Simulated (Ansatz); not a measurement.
## CuAu under a change: Cu → Ag

The parent structure is CuAu (space group P4/mmm, No. 123; a = 2.8041 Å, c = 3.6147 Å).

One thing is altered: every Cu is replaced by Ag; the structure is relaxed again.

Calculations: DFT with PBEsol, PAW potentials and a 420 eV plane-wave cutoff in Ansatz (a quantum-chemistry and plane-wave program), no SOC. Settings: 16×16×11 k-points, 0.05 eV Fermi–Dirac smearing, for the changed cell.

The volume per atom grows by 2.555 Å³ to 16.77 Å³ and the density falls by 0.12 g/cm³, from 15.22 g/cm³ to 15.10 g/cm³. The lattice parameter a increases by 0.054 Å (2.804 Å → 2.858 Å) and the c/a ratio grows by 0.147, from 1.289 to 1.436. The space group remains P4/mmm (No. 123) and the shortest interatomic distance increases by 0.175 Å to 2.858 Å. The band gap remains zero.

Final structure:

```xyz
2
Lattice="2.8583 0.0000 0.0000 0.0000 2.8583 0.0000 0.0000 0.0000 4.1043" Properties=species:S:1:pos:R:3 pbc="T T T"
Ag     1.4292     1.4292     2.0521
Au     0.0000     0.0000     0.0000
```

Whether these cells are dynamically stable was not tested. As relaxed here, AgAu is a hypothetical phase, not in the database extracts checked. The final runs are not spin-polarised.
